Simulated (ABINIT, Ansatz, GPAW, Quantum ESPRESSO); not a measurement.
**One structure in several programs: Mg6SnMo (Amm2, 8 atoms in the cell)**

Self-consistent single point.

```yaml
crystal:
  lattice:
    - [4.95636, 0.00000, 0.00000]
    - [0.00000, 3.13079, 5.32723]
    - [0.00000, -3.13079, 5.32723]
  atoms:
    - { symbol: Mg, position: [0.00000, 0.34704, 0.82492] }
    - { symbol: Mg, position: [0.00000, 0.82492, 0.34704] }
    - { symbol: Mg, position: [0.00000, 0.33372, 0.33372] }
    - { symbol: Mg, position: [0.50000, 0.17353, 0.66401] }
    - { symbol: Mg, position: [0.50000, 0.66401, 0.17353] }
    - { symbol: Mg, position: [0.50000, 0.16577, 0.16577] }
    - { symbol: Sn, position: [0.00000, 0.82486, 0.82486] }
    - { symbol: Mo, position: [0.50000, 0.66615, 0.66615] }
```

All programs got the same cell, k-point mesh and kind of occupations (in Ansatz's words: kpoints.mp_grid.grid = 4 3 3; scf.occupations.method = gaussian; scf.occupations.width = 0.0073 Ry); potentials, basis and cutoffs are each program's usual ones.

```
code                                                                              model  pressure (GPa)  largest force (eV/Å)   cutoff
----------------  ---------------------------------------------------------------------  --------------  --------------------  -------
ABINIT                               PBEsol, PAW (JTH v2.0 PBE PAW, files made for PBE)           -1.99                 0.073    20 Ha
GPAW                              PBEsol, GPAW PAW datasets PBEsol (made by gpaw-setup)           -1.86                 0.084   800 eV
Quantum ESPRESSO  PBEsol, PseudoDojo standard norm-conserving (PBESOL) pseudopotentials           -1.81                 0.083    85 Ry
Ansatz                                                  PBEsol, PAW files made with PBE           -1.87                 0.081  30.9 Ry
```

Size of the force on each atom (eV/Å): Sizes of forces hide their directions.

| code | Mg1 | Mg2 | Mg3 | Mg4 | Mg5 | Mg6 | Sn7 | Mo8 |
|---|---|---|---|---|---|---|---|---|
| ABINIT | 0.065 | 0.065 | 0.043 | 0.061 | 0.061 | 0.034 | 0.069 | 0.073 |
| GPAW | 0.063 | 0.063 | 0.041 | 0.064 | 0.064 | 0.032 | 0.082 | 0.084 |
| Quantum ESPRESSO | 0.063 | 0.063 | 0.041 | 0.062 | 0.062 | 0.037 | 0.078 | 0.083 |
| Ansatz | 0.067 | 0.067 | 0.040 | 0.061 | 0.061 | 0.033 | 0.080 | 0.081 |

The spread over the programs that give each value: pressure within 0.18 GPa; largest force within 0.011 eV/Å.

The starting cell comes from a database of computed structures (which also holds hypothetical and non-ambient phases and stackings), without a prior relaxation at this level. On Ansatz's run: Spin polarisation is off. Without a gap this mesh is coarse (it stands for a supercell whose shortest vector is 19 Å).

### Question
Why do the programs differ, and what cannot be compared?

### Answer
Differences of this kind can come from the potentials, where these differ, and from what each basis and cutoff leave unconverged. The zero of total energies and Fermi levels follows the potentials and each program's conventions, so they are not compared here. Ansatz's pressure is given at a fixed set of plane waves, as the other plane-wave codes print theirs. Ansatz's smearing width was typed in Ry to four decimals, so it matches the others to a few per cent.

The shared mesh is coarse (it stands for a supercell whose shortest vector is 19 Å), so the values are not converged in it.

Left out of this page: CP2K (unsound by tests on forces, stress, charge or solver warnings); Elk (not drawn, or without a comparable value).

Ansatz is a quantum-chemistry and plane-wave program.

Keys are those of Ansatz 0.2.
